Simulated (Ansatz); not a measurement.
Consider As vacancy in zinc-blende BAs, charge state +1. Calculation: PBE, PAW (plane waves to 420 eV; Ansatz, a first-principles code).

Settings: 64 host sites, the relaxed PBE lattice, one k-point at (0.250, 0.250, 0.250), smearing 0.01 eV, spin-restricted, no image-charge correction. Static, classical nuclei. The charge state is imposed; whether it is stable for some Fermi level was not computed. Forms of the defect that were not tried may lie lower. The start lies 1.27 eV above the lowest site run (PBE). At one site or more, about 1.0 hole(s) lie at energies of the host's valence band, so they may not be on the defect.

Barriers: single points on a 2×2×2 k-point mesh shifted by half a step at the bands' geometries (they differ from the bands' own by up to 0.32 eV, and are uncertain by about as much).

Relaxed starting cell (atoms counted from 1):

```
CELL_PARAMETERS angstrom
      9.61897     0.00000     0.00000
      0.00000     9.61897     0.00000
      0.00000     0.00000     9.61897
ATOMIC_POSITIONS crystal
  B  0.99971 0.00042 0.00049
  B  0.99090 0.99159 0.50920
  B  0.99880 0.50017 0.00074
  B  0.99984 0.50109 0.50036
  B  0.49948 0.99952 0.00073
  B  0.50040 0.00052 0.50034
  B  0.49959 0.50028 0.00070
  B  0.49991 0.50062 0.50153
  As 0.12440 0.12510 0.87605
  As 0.12441 0.62558 0.37557
  As 0.12462 0.62484 0.87531
  As 0.62490 0.12508 0.37557
  As 0.62416 0.12534 0.87531
  As 0.62418 0.62484 0.37582
  As 0.62447 0.62517 0.87565
  B  0.99078 0.25885 0.24210
  B  0.99980 0.24985 0.75158
  B  0.99970 0.75004 0.25088
  B  0.99882 0.75022 0.75061
  B  0.50041 0.24983 0.25097
  B  0.49993 0.25107 0.75106
  B  0.49948 0.75024 0.24999
  B  0.49961 0.75023 0.75076
  As 0.12614 0.37376 0.12723
  As 0.12223 0.37492 0.62544
  As 0.12326 0.87591 0.12637
  As 0.12616 0.87679 0.62424
  As 0.62469 0.37480 0.12546
  As 0.62448 0.37511 0.62554
  As 0.62439 0.87531 0.12580
  As 0.62470 0.87499 0.62527
  B  0.25810 0.99149 0.24201
  B  0.24917 0.00049 0.75160
  B  0.24914 0.50110 0.25095
  B  0.25038 0.50062 0.75109
  B  0.74935 0.00041 0.25083
  B  0.74956 0.99951 0.75066
  B  0.74958 0.50017 0.24998
  B  0.74954 0.50029 0.75079
  As 0.37308 0.12683 0.12724
  As 0.37424 0.12289 0.62543
  As 0.37411 0.62538 0.12544
  As 0.37438 0.62517 0.62555
  As 0.87523 0.12399 0.12637
  As 0.87608 0.12682 0.62427
  As 0.87463 0.62510 0.12580
  As 0.87426 0.62536 0.62524
  B  0.24949 0.25016 0.00053
  B  0.26333 0.26402 0.51444
  B  0.24931 0.75000 0.00049
  B  0.24948 0.75007 0.50066
  B  0.74931 0.25002 0.00050
  B  0.74936 0.25015 0.50068
  B  0.74947 0.75018 0.00063
  B  0.74933 0.75004 0.50051
  As 0.37423 0.37493 0.37331
  As 0.37439 0.37507 0.87562
  As 0.37309 0.87676 0.37733
  As 0.37411 0.87494 0.87588
  As 0.87608 0.37376 0.37738
  As 0.87427 0.37478 0.87588
  As 0.87522 0.87594 0.37443
  As 0.87466 0.87531 0.87553
```
Cell charge +1.

End state 1 differs by these moves (Å; atoms that move under 0.08 Å are left out):

```json
[
 {"atom": "2", "element": "B", "Δx": "0.08", "Δy": "0.08", "Δz": "-0.08"},
 {"atom": "4", "element": "B", "Δx": "-0.09", "Δy": "0.08", "Δz": "-0.08"},
 {"atom": "16", "element": "B", "Δx": "0.09", "Δy": "-0.08", "Δz": "0.08"},
 {"atom": "17", "element": "B", "Δx": "-0.09", "Δy": "-0.08", "Δz": "0.07"},
 {"atom": "25", "element": "As", "Δx": "0.01", "Δy": "-2.39", "Δz": "-2.39"},
 {"atom": "32", "element": "B", "Δx": "-0.08", "Δy": "0.08", "Δz": "0.08"},
 {"atom": "35", "element": "B", "Δx": "0.12", "Δy": "0.13", "Δz": "0.13"},
 {"atom": "49", "element": "B", "Δx": "-0.05", "Δy": "-0.22", "Δz": "-0.21"}
]
```

Problem. Give the forward and backward barriers to end state 1 at the level PBE, PAW.

Solution. forward 3.78 eV, backward 3.78 eV; at the saddle point atom 25 has neighbours B at 2.04, B at 2.42, B at 2.46, B at 2.49, B at 2.57 Å. The program found a first-order saddle point.
